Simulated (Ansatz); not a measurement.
Base system: Au in the hcp (Mg type) structure (space group P6_3/mmc, No. 194; a = 2.862 Å, c = 4.802 Å; relaxed with 0.1 eV smearing). Axes: x lies along a and z along c of the hexagonal cell.

Method: PBEsol (Ansatz, a first-principles code), spin-orbit coupling left out.

Before the change:

```
Quantity            Value
---------------  --------
Volume per atom  17.03 Å³
```

Now apply this change: compressive biaxial strain of 1.59 % in the plane normal to [001], as in epitaxy on a mismatched substrate; the out-of-plane cell vector and the atoms relax.

Q: Estimate the effect on the in-plane stress and volume per atom.

A: The mean in-plane stress (compression positive) comes out as +4.6 GPa; the volume per atom shrinks by 0.24 Å³, from 17.03 Å³ to 16.79 Å³.

Stability against distortions was not tested. The base started in Cmcm and relaxed to P6_3/mmc at this level. This is not the structure that Au has at room temperature and ambient pressure.
